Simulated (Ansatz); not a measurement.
**BaHfO₃ in the cubic perovskite structure (space group Pm-3m, No. 221)**

```
BaHfO3
1.0
    4.20624     0.00000     0.00000
    0.00000     4.20624     0.00000
    0.00000     0.00000     4.20624
Ba Hf O
1 1 3
Direct
  0.00000   0.00000   0.00000
  0.50000   0.50000   0.50000
  0.50000   0.00000   0.50000
  0.00000   0.50000   0.50000
  0.50000   0.50000   0.00000
```

Method: Ansatz (a program for electronic structure) PBE, without spin-orbit coupling. Settings: 8×8×8 k-points, 0.05 eV Fermi–Dirac smearing.

```yaml
volume_per_atom: 14.88 Å³
density: 8.12 g/cm³
band_gap: 3.62 eV, indirect, R → Γ
Electron mass (degenerate bands, along [100]): 0.35, 0.35, 2.3 mₑ
Lowest conduction-band minima above the VBM: Γ 3.62 eV
total_energy: -4676.486 eV/atom (σ→0; compares only within this code and set-up)
```

Spin-orbit coupling, missing from the scalar runs, can matter with Hf. Masses are band curvatures over ±0.01 Å⁻¹ around the edge. No phonon test of stability was made.
